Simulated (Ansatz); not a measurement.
Checking a run of Ansatz (a program for electronic structure) on La3Re (P6_3/mmc, 8 atoms in the cell). The aim is a self-consistent single point with DFT, PBE, plane waves, default PAW files.

Cell that was meant: a = 7.2732 Å, b = 7.2732 Å, c = 5.8337 Å, α = 90.00°, β = 90.00°, γ = 120.00°.

Part of the input:

Ansatz 0.2 input:
```yaml
  xc: pbe
  pseudopotentials: { kind: paw }
scf:
  occupations: { method: fixed }
output:
  forces: true
  eigenvalues: true
```

The program printed (abridged):

```
   [... lines left out ...]
Symmetry: 24 space group operations
Space group: P63/mmc (ITA 194), of the structure as read, at distance tolerance 6.4e-5 Å
k-points: 20 of 150
Initial density: superposition of atomic densities (neutral atoms: chi_scale 0, normalization atom), corrected by the library's trained network
Initial wavefunctions: pseudopotential atomic-orbital guess
Eigensolver: davidson
Functional: x = pbe(κ = 0.804, μ = 0.2195149727645171), c = pbe(β = 0.06672455060314922)
SCF iter   1: F=—  HF=-59230.590895 eV  |F-HF|=—  |Δ(HF+E_count)|=         —  Δρ=3.51e-3  dr2=4.01e-2  ethr=1.77e-3  ⟨swp⟩=5.0  Hψ=5205  notcnv=0  defer=121
all-band conjugate gradients solve this SCF's bands
   [... lines left out ...]
WARN: the bands overlap at the fill by count (48 filled at each k-point of a channel) …
SCF 1 converged in 9 iterations: F = -59230.594630 eV  dr2 = 2.56e-9
Free energy (F): -59230.594630 eV
Internal energy: -59230.594630 eV  (E = F + TS)
E sigma→0 (E₀):  -59230.594630 eV
Fermi energy:    12.037784 eV
--- Forces (eV/Å), atoms counted from 1 ---
  atom   1  La    -0.00000000    -1.81508835     0.00000000
  atom   2  La     1.57191262    -0.90754418     0.00000000
  atom   3  La     1.57191262     0.90754418     0.00000000
  atom   4  La     0.00000000     1.81508835     0.00000000
  atom   5  La    -1.57191262     0.90754418     0.00000000
  atom   6  La    -1.57191262    -0.90754418     0.00000000
  atom   7  Re     0.00000000     0.00000000     0.00000000
  atom   8  Re     0.00000000    -0.00000000     0.00000000
--- Stress (GPa, compression-positive) ---
       -7.370937       0.000000      -0.000000
       -0.000000      -7.370937      -0.000000
       -0.000000      -0.000000      -4.953715
  P = ⅓ Tr σ = -6.5652 GPa (-65.652 kbar)
  The stress holds the Pulay correction. Without it, at fixed plane waves, as pw.x and ABINIT print it: P = -6.5813 GPa
```

Problem. Is anything amiss in this input, and did it matter?

Solution. The run is not sound. The fault is fixed (insulator-type) occupations in a metal. Fixed occupations assume a gap. Where bands overlap, the filling has to be decided k-point by k-point from a Fermi level. To fix it, use a smearing (or tetrahedra) with enough empty bands. The run converged in 9 iterations without an error; against the sound input the free energy goes up by 29.7 meV/atom, the pressure goes from -6.82 to -6.57 GPa and the largest force goes from 1.800 to 1.815 eV/Å. The full log also holds (shortened here): “WARN: iter 1: σ=0 fill of 48 bands saw a band overlap (occupied 12.0484 eV > unoccupied 11.2900 eV) — on an unconverged iterate often a transient of an (band_overlap_at_count)”.

The sound input it was made from differs as follows (other fixes are possible):
```diff
-  occupations: { method: fixed }
+  occupations: { method: methfessel_paxton, width: 0.05 }
```

With that input, the run converged in 7 iterations: free energy E − TS (on the zero of these files) -59230.8324 eV; Fermi level (on the code's own zero) 11.56 eV; pressure -6.82 GPa; largest force (vector length) 1.800 eV/Å (DFT, PBE, plane waves, default PAW files).

On the sound input: the starting cell was generated: these elements placed on a structure prototype, without a prior relaxation; it need not be a known phase or ordering of this composition. Its lattice was rescaled by a random factor within 2.5 % of one. Spin polarisation is off. With a pressure of about -7 GPa the cell is away from its equilibrium volume at this level. Forces in this geometry exceed 1 eV/Å. Ansatz's pressure includes its estimate of the finite-basis (Pulay) stress.
